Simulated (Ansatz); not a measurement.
Amorphous B$_{32}$N$_{36}$Si$_{3}$

Preparation: random packing, a CHGNet melt and quench, and a DFT relaxation. N atoms were pushed apart under 1.9 Å during the dynamics, to hinder bonds among them. The hot cell started wider than the set density and was brought back towards it in steps. It is the lowest in DFT energy of 2 quenches. It is a model cell: composition and starting density were chosen by hand, and all elements were melted together. No dispersion term was used.

Methods: PBE, scalar-relativistic without spin-orbit coupling (Ansatz, an electronic-structure program); r2SCAN, scalar-relativistic without spin-orbit coupling (Ansatz); HSE06, scalar-relativistic without spin-orbit coupling (Ansatz). Geometry, pressure, stress and energy are those of the PBE run. Its sampling: a 2×2×2 Γ-centred mesh; Fermi-Dirac width 0.02 eV; no spin polarisation. Other functionals are single points at the zone centre (r2SCAN at 500 eV; exact exchange cut at the cell's faces), free to take moments where seeds were set.

| Property | Result |
|---|---|
| Number of atoms in the cell | 71 |
| Density (held, not predicted) | 2.05 g/cm³ |
| Volume per atom | 71.9 bohr^3 |
| Pressure on a 2×2×2 Γ-centred mesh | 0.07 GPa |
| Largest force and stress component on that mesh (the relaxation ran on the zone centre alone) | 0.12 eV/Å and 3.3 GPa |
| Energy relative to bulk hexagonal BN (AA') + beta Si3N4 (lowest mix at this level among the phases computed, not always the ambient ones) | 0.499 eV/atom |
| Gap on a 2×2×2 Γ-centred mesh (PBE) | 2.31 eV |
| Gap at the zone centre (PBE) | 2.58 eV |
| Gap at the zone centre (r2SCAN) | 3.08 eV |
| Gap at the zone centre (HSE06) | 3.90 eV |

Cut-offs for bonds: B-B 1.97 Å, B-N 1.82 Å, B-Si 2.28 Å, N-N 1.70 Å, N-Si 2.18 Å, Si-Si 2.60 Å. Two cations that share two anions don't count as bonded, nor two that share one unless they lie closer than B-B 1.80 Å, B-Si 2.09 Å, Si-Si 2.38 Å.

| Item | Result |
|---|---|
| Mean coordination of B by anions | 3.00 (1 with 2, 30 with 3, 1 with 4) |
| Mean coordination of N | 3.00 (1 with 2, 34 with 3, 1 with 4) |
| Mean coordination of Si by anions | 4.00 (3 with 4) |
| Mean B-N bond | 1.470 Å (spread 0.050 Å, 96 counted) |
| Mean N-Si bond | 1.760 Å (spread 0.051 Å, 12 counted) |

Its density started from a set value of 2.05 g/cm³. Cooling (nominally 580 K/ps over its main leg) ran many orders faster than in experiment, which tends to leave more defects and strain. A cell of this size samples the disorder only roughly. The volume was held where the preparation left it, at a PBE pressure of 0.1 GPa. Stress components on the final sampling reach 3.3 GPa.
